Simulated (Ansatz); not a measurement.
The reference is Al in the fcc (Cu type) structure (space group Fm-3m, No. 225; a = 4.040 Å).

All numbers come from PBE in Ansatz (plane waves to 420 eV, PAW, no spin-orbit coupling), earlier PAW set.

Before the change:

```
Item                Value
---------------  --------
Volume per atom  16.48 Å³
```

One thing is altered: every Al is replaced by Cu; the structure is relaxed again.

Tabulated Pauling electronegativity and covalent radius: Al 1.61, 1.21 Å; Cu 1.90, 1.32 Å.

Q: How does this affect the volume per atom?

A: The volume per atom shrinks by 4.538 Å³ (16.48 Å³ → 11.95 Å³).

No phonon test of stability was made. All final runs are without spin polarisation.

Ansatz is a program for electronic structure.
